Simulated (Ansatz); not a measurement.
# Response to strain in hypothetical CsCl type GaN

Base system: GaN in the CsCl type structure (space group Pm-3m, No. 221; a = 2.703 Å; a hypothetical phase, not in the database extracts checked; relaxed with 0.1 eV smearing). Axes: x, y, z lie along the cube axes.

Strains are applied to the cell and any free atomic positions relax; under biaxial strain the out-of-plane vector relaxes too; under stress the whole cell relaxes.

Method: PBEsol, PAW, 420 eV (Ansatz, a first-principles code; spin-orbit coupling left out).

Notes on the quantities. pressure: mean of the normal stresses, compression positive.

```tsv
change	pressure	volume per atom
base	0.0 GPa	9.88 Å³
biaxial strain +2.25 %, plane normal [001], relaxed out of plane	-4.3 GPa	10.16 Å³
biaxial strain +0.60 %, plane normal [110], relaxed out of plane	1.0 GPa	9.82 Å³
isotropic strain −2.83 %	17.7 GPa	9.06 Å³
isotropic strain −1.33 %	7.4 GPa	9.49 Å³
isotropic strain +0.56 %	-2.7 GPa	10.04 Å³
uniaxial strain ε_yy = −1.49 %	2.6 GPa	9.73 Å³
uniaxial strain ε_zz = −3.18 %	6.0 GPa	9.56 Å³
tensor shear ε_xz = −1.18 %	0.0 GPa	9.87 Å³
uniaxial stress, 1 GPa compression along x	–	9.86 Å³
```

Stability under load was not tested beyond the relaxation. All final runs are without spin polarisation. Under biaxial strain +0.60 %, plane normal [110], relaxed out of plane and tensor shear ε_xz = −1.18 % the cell ends below the base's energy or with stress of the wrong sign: the atoms slid into a distortion or the cell is elastically unstable, so the base is not a stable minimum at this level.
